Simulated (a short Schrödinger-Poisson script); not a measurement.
Symmetric double-gate stack, SiO2 on p-type Si(110)

Structure: symmetric double-gate stack, SiO2 on p-type Si(110), at 77 K.

| layer | material | thickness (nm) | Na (cm⁻³) |
|---|---|---|---|
| 1 | SiO2 | 2.6 | - |
| 2 | Si | 3 | 1e17 |
| 3 | SiO2 | 2.6 | - |

Constants are typed, rounded textbook-type inputs, not results; the design itself was drawn at random and stands for no fabricated device. SiO2: permittivity 3.9, conduction-band edge (eV) 3.15, gap (eV) 9, electron mass (mₑ) 0.5. Si: permittivity 11.7, conduction-band edge (eV) 0, gap (eV) 1.124, Nv at 300 K (cm⁻³) 3.1e19.

Channel valleys (confinement mass, in-plane density-of-states mass, number): Δ4 0.315, 0.324, 4; Δ2 0.19, 0.417, 2. At the gates, both at one voltage, the conduction-band edge of layer 1 lies 3.55 eV − eVg above the Fermi level of the channel. Gaps are held at their typed values at every temperature. Mesh 0.03 nm at interfaces.

Solved with a short Schrödinger-Poisson script written for these runs: 1D Poisson equation in equilibrium, electrons quantum, Hartree (BenDaniel-Duke, 12 states a valley, the channel's in-plane mass for all, wave functions free to enter the dielectric), parabolic valleys, classical holes, full ionisation, no traps, pinning or gate leakage.

```
Vg (V)  electrons (cm⁻²)  C (μF/cm²)  Δ4 E0 (meV)  Δ4 E1 (meV)  Δ2 E0 (meV)  Δ2 E1 (meV)
------  ----------------  ----------  -----------  -----------  -----------  -----------
0.45              1.92e9      0.0488         50.0        343.8         88.9        508.5
0.6              1.57e12        2.24          4.0        295.1         42.6        459.2
0.75             3.71e12        2.32         -3.9        283.5         34.2        446.8
0.9              5.90e12        2.34         -9.4        274.4         28.3        436.8
1.05             8.09e12        2.35        -14.1        266.0         23.2        427.7
1.2              1.03e13        2.36        -18.4        258.1         18.4        418.9
1.35             1.25e13        2.36        -22.4        250.5         14.0        410.5
1.5              1.47e13        2.37        -26.2        243.1          9.7        402.4
1.65             1.69e13        2.38        -29.7        236.1          5.8        394.5
1.8              1.92e13        2.38        -33.0        229.3          2.1        387.0
1.95             2.14e13        2.39        -36.1        222.8         -1.4        379.7
2.1              2.36e13        2.39        -38.9        216.6         -4.6        372.7
2.25             2.59e13        2.40        -41.7        210.5         -7.7        365.9
2.4              2.81e13        2.40        -44.3        204.6        -10.7        359.2
2.55             3.04e13        2.40        -46.8        198.8        -13.6        352.7
```

Gate voltages with under 1e6 electrons/cm² are left out.

Subbands count from the Fermi level. The capacitance is that of both gates.
